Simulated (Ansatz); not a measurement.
Results of r²SCANh (Ansatz, a first-principles code, PAW) for L1₂ (Cu3Au-type) Al₃Sc.

Numerical settings: plane-wave cutoff 520 eV, 8×8×8 k mesh, Fermi–Dirac smearing 0.05 eV, scalar-relativistic PAW data made under PBE.

Energies at three volumes about the minimum:

```json
[
 {"V (Å³/atom)": "16.592", "E − E_lowest (meV/atom)": "3.23"},
 {"V (Å³/atom)": "16.962", "E − E_lowest (meV/atom)": "0.00"},
 {"V (Å³/atom)": "17.442", "E − E_lowest (meV/atom)": "3.04"}
]
```

Task: Fit a parabola by hand: where is the minimum, what lattice constant follows, and what is the bulk modulus?

Result: Slopes: (0.00 − 3.23)/(16.962 − 16.592) = -8.730 and (3.04 − 0.00)/(17.442 − 16.962) = 6.333 meV/Å³. Curvature E″ = 2 × (6.333 − (-8.730))/(17.442 − 16.592) = 35.442 meV/Å⁶. From the middle of the first interval, the slope vanishes at V0 = 16.7770 − (-8.730)/35.442 = 17.023 Å³/atom. B = V0 E″ = 17.023 × 35.442 meV/Å³ × 0.1602 GPa per meV/Å³ = 96.7 GPa. With 4 atoms in the cube, a = (4 × 17.023)^(1/3) = 4.083 Å. The full Birch–Murnaghan fit to all volumes gives V0 = 17.014 Å³/atom and B0 = 95.8 GPa.

Measured, for comparison: bulk modulus 91.5 ± 1 GPa (298 K, no zero-point or thermal correction, polycrystal; as tabulated in A Combined Experimental and First-Principles Based Assessment of …); lattice constant a 4.103 Å (room temperature, no zero-point or thermal correction; as tabulated in A Combined Experimental and First-Principles Based Assessment of …). Computed (rounded) less measured: bulk modulus +5 %. A static lattice is as a rule a little smaller and stiffer than an uncorrected measurement, which narrows the difference in the bulk modulus and would widen misses of the other sign.
